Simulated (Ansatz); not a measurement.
The parent structure is MgS in the rock salt structure (space group Fm-3m, No. 225).

```
CELL_PARAMETERS angstrom
      0.00000     2.56462     2.56462
      2.56462     0.00000     2.56462
      2.56462     2.56462     0.00000
ATOMIC_POSITIONS crystal
  Mg 0.00000 0.00000 0.00000
  S  0.50000 0.50000 0.50000
```

Cartesian axes are those of the cell as printed.

Computed with LDA (Ansatz, a program for electronic structure; PAW; 420 eV plane waves; no SOC).

It is then changed as follows: the cell is stretched by 1.50 % along z with no lateral relaxation; the atoms relax in the strained cell.

Task: Predict the stress tensor and what it implies for the stiffness.

Result: Stress of the strained cell less that of the base (GPa, compression positive):
```
  -0.62    0.00    0.00
   0.00   -0.62    0.00
   0.00    0.00   -2.25
```

Then −Δσ_ii/ε with ε = 0.0150 gives secant stiffness values (nonlinear terms included at this strain): C33 ≈ 150 GPa, C13 ≈ 42 GPa and C23 ≈ 42 GPa.

No phonon test of stability was made.
